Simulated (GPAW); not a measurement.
```yaml
crystal:
  lattice:
    - [0.00000, 2.75370, 2.75370]
    - [2.75370, 0.00000, 2.75370]
    - [2.75370, 2.75370, 0.00000]
  atoms:
    - { symbol: Yb, position: [0.00000, 0.00000, 0.00000] }
```

Computed with PBE, GPAW PAW datasets PBE (gpaw-data 1.0.1) (plane waves; GPAW).

The set-up and first iterations of a GPAW log for Yb (Fm-3m, 1 atom in the cell):

```
Input parameters:
  convergence: {density: 1e-08,
                eigenstates: 4e-18,
                energy: 4e-14}
  kpts: [5 5 5]
  maxiter: 120
  mode: {ecut: 850,
         name: pw}
  nbands: -7
  occupations: {name: fermi-dirac,
                width: 0.1}
  symmetry: {symmorphic: False,
             tolerance: 0.0005}
  xc: PBE

species:
  Yb:
    name: Ytterbium
    Z: 70.0
    valence: 24
    core: 46
    charge: 0.0
    file: Yb.PBE.gz

    # Using partial waves for Yb as LCAO basis

Reference energy: -382585.272641  # eV

Spin-paired calculation

Convergence criteria:
 Maximum [total energy] change in last 3 cyles: 4e-14 eV / valence electron
 Maximum integral of absolute [dens]ity change: 1e-08 electrons / valence electron
 Maximum integral of absolute [eigenst]ate change: 4e-18 eV^2 / valence electron
 Maximum number of scf [iter]ations: 120

Symmetries present (total): 48
Symmetries with fractional translations: 0
   [... lines left out ...]
  Cutoff energy: 850.000 eV
  Number of coefficients (min, max): 2332, 2397
  Pulay-stress correction: 0.000000 eV/Ang^3 (de/decut=0.000000)

Occupation numbers: Fermi-Dirac:
  width: 0.1000  # eV

Eigensolver

Densities:
  Coarse grid: 27*27*27 grid
  Fine grid: 54*54*54 grid
  Total Charge: 0.000000

Density mixing:
  Method: separate
  Backend: pulay
  Linear mixing parameter: 0.05
  old densities: 5
  Damping of long wavelength oscillations: 50

Hamiltonian:
  XC and Coulomb potentials evaluated on a 54*54*54 grid
  External potential:
    NoExternalPotential

XC parameters: PBE with 2 nearest neighbor stencil

Number of atoms: 1
Number of atomic orbitals: 20
Number of bands in calculation: 19
Number of valence electrons: 24
Bands to converge: occupied

Density initialized from atomic densities
  19 bands from LCAO basis set

Atomic positions and initial magnetic moments

Positions:
   0 Yb     0.000000    0.000000    0.000000    ( 0.0000,  0.0000,  0.0000)

Unit cell:
           periodic     x           y           z      points  spacing
  1. axis:    yes    0.000000    2.753700    2.753700    27     0.1178
  2. axis:    yes    2.753700    0.000000    2.753700    27     0.1178
  3. axis:    yes    2.753700    2.753700    0.000000    27     0.1178

  Lengths:   3.894320   3.894320   3.894320
  Angles:   60.000000  60.000000  60.000000

Effective grid spacing dv^(1/3) = 0.1285
     iter     time        total  log10-change:
                         energy   eigst   dens
iter:   1 --:--:--    -4.748123
iter:   2 --:--:--    -1.459562   -0.60  -0.92
iter:   3 --:--:--    -1.359796   -2.85  -1.77
iter:   4 --:--:--    -6.090407   -0.54  -1.81
iter:   5 --:--:--    -1.212340   -0.70  -0.86
```

Task: Will this run converge, and how will it end?

Result: The run ended unconverged after 120 iterations. It gives no final result for the task that was set. The log goes on:

```
   [... 32 lines left out ...]
iter:  38 --:--:--    -1.192083  -14.48  -7.57
iter:  39 --:--:--    -1.192083  -14.46  -7.57
iter:  40 --:--:--    -1.192083  -15.63  -7.71
   [... lines left out ...]
iter: 119 --:--:--    -1.192083  -21.01c -14.14c
iter: 120 --:--:--    -1.192083  -21.35c -14.14c

Did not converge!

Here are some tips:

1) Make sure the geometry and spin-state is physically sound.
2) Use less aggressive density mixing.
3) Solve the eigenvalue problem more accurately at each scf-step.
4) Use a smoother distribution function for the occupation numbers.
5) Try adding more empty states.
6) Use enough k-points.
7) Don't let your structure optimization algorithm take too large steps.
8) Solve the Poisson equation more accurately.
9) Better initial guess for the wave functions.

See details here:

    https://gpaw.readthedocs.io/documentation/convergence.html
Traceback (most recent call last):
   [... frames left out ...]
gpaw.KohnShamConvergenceError: Did not converge!  See text output for help.
```

The starting cell has typed, rounded lattice constants, without a prior relaxation at this level. Its lattice was rescaled by up to half a per cent. Spin-orbit coupling is off.

The run was DFT PBE, plane waves, GPAW PAW datasets PBE (gpaw-data 1.0.1). Main settings of its input:

- mode = pw
- ecut = 850 eV
- xc = PBE
- kpts = 5 5 5
- mesh shift (steps) = 0 0 0
- occupations.name = fermi-dirac
- occupations.width = 0.1 eV
- nbands = -7
- convergence.energy = 4e-14 eV/electron
- convergence.density = 1e-08 e/electron
- convergence.eigenstates = 4e-18
- symmetry.symmorphic = false
